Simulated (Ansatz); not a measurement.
## PtTe2: stress against strain

PtTe2 (1T layered, P-3m1, 23.013 Å³/atom and stress up to 0.01 GPa in the relaxed cell, c along z) under a strain ε along c (axis z), the other axes held. PBEsol-D3(BJ) in Ansatz, a plane-wave DFT program (PAW, default set), 420 eV, 17×17×12 Γ-centred mesh, Fermi-Dirac smearing 0.10 eV; ions are relaxed, or left where forces stay under 0.02 eV/Å, within the symmetry of each cell. Against the start cell, which lies near the measured one, the relaxed cell differs by -6.0 % in volume and -5.0 % in c; the values below rest on it. Stress is positive for a compressed cell.

Here s stands for strain and y for stress zz.

| strain (%) | stress zz (GPa) |
|---|---|
| -3.00 | ? |
| -1.50 | 1.57 |
| -1.00 | 1.02 |
| -0.50 | 0.50 |
| 0.00 | 0.00 |
| 0.50 | -0.48 |
| 1.00 | -0.94 |
| 1.50 | -1.37 |

Taking a straight line for y over the 7 complete rows: Means: s 0, y 0.043. About the means, the sum of products is -6.8600 and the sum of squares of s is 7.0000; the slope is their ratio. Least squares gives y = 0.043 - 0.9800·s. Residuals (row less fit): 0.057, -0.003, -0.033, -0.043, -0.033, -0.003, 0.057; standard error 0.046 (degrees of freedom: 5). The slope gives the elastic constant C33 = about 98 GPa.

**Question.** Predict the withheld y at s = -3.00 from the fit, and compare with the calculation.

**Answer.** y = 0.043 - 0.9800 × (-3.0) = 2.983 GPa. The calculation gives 3.33 GPa, 0.347 GPa above the prediction (7.4 % of the range of y in the table). The row lies outside the fitted rows, so this is an extrapolation. From the scatter of the fitted rows alone, a prediction at this place has a standard error of 0.072 GPa, so the miss is 4.8 times that.

A polynomial of degree 2 through the 12 other runs of the series gives 3.34 there, so most of the miss is curvature that the fit leaves out. In a metal these values are sensitive to mesh and smearing; energies are taken to zero smearing, stresses follow the free energy. The runs aren't spin-polarised. Spin-orbit coupling is left out, which can shift these values for the heavy elements here. Rows are the converged runs of the series near zero and its far end; series whose fitted rows scatter by over a few per cent of the range, as at a crossing or softening among them, aren't shown in this form, nor equations of state whose B0' disagrees with the runs' pressures. Most that stay on the fit to the last digits aren't either.
